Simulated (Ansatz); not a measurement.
The reference is GaN in the zinc blende structure (space group F-43m, No. 216; a = 4.498 Å). Axes: x, y, z lie along the cube axes.

Level of theory: Ansatz (a program for electronic structure), PBEsol, PAW, cutoff 420 eV, spin-orbit coupling left out.

Base values:

- Band gap = 1.70 eV
- Valence-band top at Γ = 0.00, 0.00, 0.00 eV

Perturbation: compressive biaxial strain of 2.04 % in the plane normal to [110], as in epitaxy on a mismatched substrate; the out-of-plane cell vector and the atoms relax.

Question: How does this affect the out-of-plane strain, band gap and valence-band top at Γ?

Answer: The out-of-plane strain amounts to +1.26 %; the band gap goes up by 0.07 eV to 1.77 eV; the valence-band top at Γ (three highest levels, from the VBM) goes from 0.00, 0.00, 0.00 eV to 0.00, -0.05, -0.23 eV.

Stability against distortions was not tested. This is not the structure that GaN has at room temperature and ambient pressure.
